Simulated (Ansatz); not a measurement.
The starting structures come from a database of crystals and need not be the phases stable at ambient conditions.

 Where the default PAW files enter, the runs use the earlier of Ansatz's two default sets.

Given:

```xyz
12
Lattice="5.0747 0.0000 0.0000 0.0000 5.1011 0.0000 0.0000 0.0000 5.2834" Properties=species:S:1:pos:R:3 pbc="T T T"
Zr     1.3522     1.2801     0.1599
Zr     3.7225     3.8306     5.1235
Zr     1.3522     3.8306     2.4818
Zr     3.7225     1.2801     2.8016
O      2.7236     2.5463     1.2145
O      2.3511     5.0968     4.0689
O      2.7236     5.0968     1.4272
O      2.3511     2.5463     3.8562
O      0.3418     2.0093     1.9286
O      4.7328     4.5598     3.3548
O      0.3418     4.5598     0.7131
O      4.7328     2.0093     4.5703
```

Space group of this cell: Pca2_1. The cell is taken as given.

The numbers are results of r2SCAN (plane waves, PAW; Ansatz, a program for electronic structure), not measurements.

The current runs along the normal of the first two printed vectors; no spin-orbit coupling. Scaled by the factor s: both lengths across the current (ions clamped). Meshes 6×6×6 and 6×6 across the current in all rows.

```tsv
s	mean pressure (GPa)	slowest mid-gap decay constant κ (1/Å)
0.98	10.8	0.411
1.00	-0.2	0.402
1.02	-9.3	?
```

### Question
Take the slope of the slowest mid-gap decay constant κ against ln s from the two given rows, extrapolate to s = 1.02, and say what the run there gives.

### Answer
Slope = (0.411 − 0.402) / ln 0.98 = -0.445 1/Å. The line gives 0.402 + (-0.445) × ln 1.02 = 0.393 1/Å. The run gives 0.393 1/Å, as the line does.
